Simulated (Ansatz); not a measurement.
We consider CsCl-type NiTi (cubic form, which distorts at low temperature), described by LDA (Ansatz, a first-principles code, PAW).

Numerical settings: plane-wave cutoff 520 eV, 18×18×18 k mesh, Fermi–Dirac smearing 0.05 eV, spin-polarised start, scalar-relativistic PAW data made under PBE.

Computed at the level's own relaxed cell.

Question: Estimate the equilibrium volume per atom, bulk modulus, lattice constant a and pressure derivative B′ of the bulk modulus that the calculation returns.

Answer: 
equilibrium volume per atom: 12.68 Å³/atom
bulk modulus: 190 GPa
lattice constant a: 2.938 Å
pressure derivative B′ of the bulk modulus: 4.2

The run finds no gap.

Note: the starting moments vanished in the run, and other orders were not tried; symmetry holds this phase in the static calculation, where it need not be a minimum; the relaxation could not lower the start's symmetry, so the cell can be a saddle point above a distorted one.

Static lattice: no zero-point or thermal effects.
